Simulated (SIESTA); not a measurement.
Worked example: self-consistent single point of CaAl2Zn2 (I4mm, 5 atoms in the cell) in SIESTA.

Computed with LDA PW92, numerical atomic orbitals TZP, PseudoDojo LDA standard norm-conserving potentials (rewritten from UPF to PSML) run with SIESTA.

```
CELL_PARAMETERS angstrom
     -2.05088     2.05088     5.72521
      2.05088    -2.05088     5.72521
      2.05088     2.05088    -5.72521
ATOMIC_POSITIONS crystal
  Ca 0.00437 0.00437 0.00000
  Al 0.25000 0.75000 0.50000
  Al 0.75000 0.25000 0.50000
  Zn 0.39187 0.39187 0.00000
  Zn 0.60813 0.60813 0.00000
```

Reference input (self-consistent single point, DFT, LDA PW92, numerical atomic orbitals TZP, PseudoDojo LDA standard norm-conserving potentials (rewritten from UPF to PSML)): XC.functional = LDA; XC.authors = PW92; potentials = PseudoDojo LDA standard; PAO.BasisSize = TZP; PAO.EnergyShift = 0.005 Ry; MeshCutoff = 300 Ry; kgrid.MonkhorstPack = 5 5 5; OccupationFunction = MP; OccupationMPOrder = 0; ElectronicTemperature = 0.1 eV; MaxSCFIterations = 150; SCF.Mixer.Method = Pulay. This run's input differs from it in these lines:

```diff
@@ -32,9 +32,8 @@
 %block kgrid.MonkhorstPack
-    5   0   0  0.0
-    0   5   0  0.0
-    0   0   5  0.0
+    8   0   0  0.0
+    0   8   0  0.0
+    0   0   8  0.0
 %endblock kgrid.MonkhorstPack
-OccupationFunction           MP
-OccupationMPOrder            0
-ElectronicTemperature        0.1 eV
+OccupationFunction           FD
+ElectronicTemperature        0.3 eV
```

The program printed (abridged):

```
        iscf     Eharris(eV)        E_KS(eV)     FreeEng(eV)     dDmax    Ef(eV) dHmax(eV)
   scf:    1   -12278.003834   -12464.578720   -12465.473975  6.432436 -2.361583 49.200490
   scf:    2   -12559.935349   -12547.013786   -12547.473535  3.360515 -3.628676  3.477500
   scf:    3   -12548.236585   -12547.775100   -12548.240467  0.263645 -3.678637  1.254076
   scf:    4   -12547.888981   -12547.847330   -12548.315582  0.054285 -3.692595  0.738077
   scf:    5   -12547.853260   -12547.853886   -12548.323667  0.049221 -3.705368  0.317427
   [... 2 lines left out ...]
   scf:    8   -12547.855864   -12547.855850   -12548.325431  0.002336 -3.718682  0.003853
   scf:    9   -12547.855845   -12547.855848   -12548.325431  0.000297 -3.718772  0.000457
   scf:   10   -12547.855842   -12547.855845   -12548.325431  0.000111 -3.718779  0.000136
   scf:   11   -12547.855842   -12547.855843   -12548.325431  0.000075 -3.718785  0.000038
SCF Convergence by DM+H criterion
max |DM_out - DM_in|         :     0.0000753584
max |H_out - H_in|      (eV) :     0.0000379659
SCF cycle converged after 11 iterations

Using DM_out to compute the final energy and forces

siesta: E_KS(eV) =           -12547.8558

siesta: E_KS - E_eggbox =    -12547.8558

siesta: Atomic forces (eV/Ang):
     1    0.000104    0.000104   -0.247745
     2    0.000398   -0.000430    0.078520
     3   -0.000430    0.000398    0.078520
     4   -0.000889   -0.000889    0.027023
     5    0.000851    0.000851    0.063712
   Tot    0.000033    0.000033    0.000030
   Max    0.247745
   Res    0.072342    sqrt( Sum f_i^2 / 3N )
   Max    0.247745    constrained

Stress tensor Voigt[x,y,z,yz,xz,xy] (kbar):       24.81       24.81        6.65        0.03        0.03       -0.01
   [... lines left out ...]
siesta: FreeEng =    -12548.325431
siesta: Cell volume =         96.323689 Ang**3
siesta:         -18.75528384        -24.31944641  kBar
   [... lines left out ...]

              0.016   0.008   0.016   0.011   0.056   0.114   0.139   0.114

              0.106

mulliken: Qtot =       56.000

Mulliken Atomic Populations:
Atom #   charge [q] valence [e]  Species
     1     0.748207    9.251793  Ca
     2    -0.670587    3.670587  Al
     3    -0.670587    3.670587  Al
     4     0.329403   19.670597  Zn
     5     0.263564   19.736436  Zn
 Total    -0.000000
```

The run converged in 11 iterations. Against the reference run the free energy drops by 71.3 meV/atom, the pressure goes from -2.01 to -1.88 GPa and the largest force hardly changes (0.246 to 0.248 eV/Å).

The starting cell comes from a database of computed structures (which also holds hypothetical and non-ambient phases and stackings), without a prior relaxation at this level. Its lattice was rescaled by up to half a per cent. One atom was moved a little off its site on purpose. Values carry the incompleteness of an atom-centred basis.

Cost on one core of a shared machine: roughly 3 min.
